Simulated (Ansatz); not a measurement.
## Response to strain in hypothetical P4_2/mnm ZnS

The reference is ZnS (space group P4_2/mnm, No. 136; a hypothetical phase, not in the database extracts checked).

```
CELL_PARAMETERS angstrom
      6.51791     0.00000     0.00000
      0.00000     6.51791     0.00000
      0.00000     0.00000     3.80804
ATOMIC_POSITIONS crystal
  Zn 0.32527 0.67473 0.00000
  Zn 0.67473 0.32527 0.00000
  Zn 0.82527 0.82527 0.50000
  Zn 0.17473 0.17473 0.50000
  S  0.31354 0.31354 0.00000
  S  0.68646 0.68646 0.00000
  S  0.18646 0.81354 0.50000
  S  0.81354 0.18646 0.50000
```

Cartesian axes are those of the cell as printed.

Strains are applied to the cell and any free atomic positions relax; under biaxial strain the out-of-plane vector relaxes too; under stress the whole cell relaxes.

Levels (all Ansatz, an electronic-structure program, PAW): PBEsol (420 eV, no spin-orbit coupling); r2SCAN (500 eV, spin-orbit coupling left out); HSE06 (420 eV, without spin-orbit coupling).

Band gaps by level, all at the geometries relaxed with PBEsol:

```csv
case,PBEsol,r2SCAN,HSE06
base,2.24 eV,2.94 eV,3.60 eV
"biaxial strain +1.19 %, plane normal [001], relaxed out of plane",2.14 eV,2.82 eV,3.51 eV
"biaxial strain +1.74 %, plane normal [001], relaxed out of plane",2.08 eV,2.76 eV,3.45 eV
"uniaxial stress, 2 GPa tension along x",2.16 eV,2.85 eV,3.53 eV
tensor shear ε_xz = +0.68 %,2.22 eV,2.91 eV,3.58 eV
```

Single points use the geometry relaxed with PBEsol. Stability under load was not tested beyond the relaxation.
